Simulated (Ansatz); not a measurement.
Zinc-blende CaO (model structure): properties by level of theory

| level (code) | equilibrium lattice constant a (Å) | enthalpy of formation (eV/atom) |
|---|---|---|
| LDA (Ansatz) | 5.116 | -3.075 |
| PBE (Ansatz) | 5.243 | -2.765 |
| PBEsol (Ansatz) | 5.180 | -2.818 |
| PBE-D3(BJ) (Ansatz) | 5.199 | -2.857 |
| r²SCAN (Ansatz) | 5.212 | -2.969 |

Ansatz's density-functional and Hartree–Fock values are scalar-relativistic unless marked +SOC, with PAW data made under PBE.

A model structure was made by putting elements into a prototype or built by hand; it is no filed structure, need not be a known phase, and can be a saddle point held by its symmetry.

Ansatz is a program for electronic structure.
